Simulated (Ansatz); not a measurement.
The parent structure is Ge in the diamond structure (space group Fd-3m, No. 227).

```yaml
crystal:
  lattice:
    - [0.00000, 2.81109, 2.81109]
    - [2.81109, 0.00000, 2.81109]
    - [2.81109, 2.81109, 0.00000]
  atoms:
    - { symbol: Ge, position: [0.00000, 0.00000, 0.00000] }
    - { symbol: Ge, position: [0.25000, 0.25000, 0.25000] }
```

Cartesian axes are those of the cell as printed.

The values are results of LDA, PAW, 420 eV (Ansatz, an electronic-structure program; scalar-relativistic without spin-orbit coupling), not measurements.

For the base:

* **Volume per atom**: 22.21 Å³
* **Pressure**: 0.0 GPa
* **Band gap**: zero

The change: biaxial strain +3.00 %, plane normal [001], relaxed out of plane (Cartesian); in-plane vectors clamped, the third vector and the atoms free.

### Question
Estimate the effect on the energy relative to the base.

### Answer
The energy grows by 15 meV/atom.

### Question
Predict the new volume per atom.

### Answer
The volume per atom grows by 0.794 Å³, from 22.21 Å³ to 23.01 Å³.

### Question
What happens to the pressure?

### Answer
The pressure (mean of the normal stresses, compression positive) goes from zero to -2.3 GPa.

### Question
What does the calculation give for the band gap after the change?

### Answer
The band gap remains zero.

Stability against distortions was not tested. The zero or small gap of Ge can change with the level of theory.
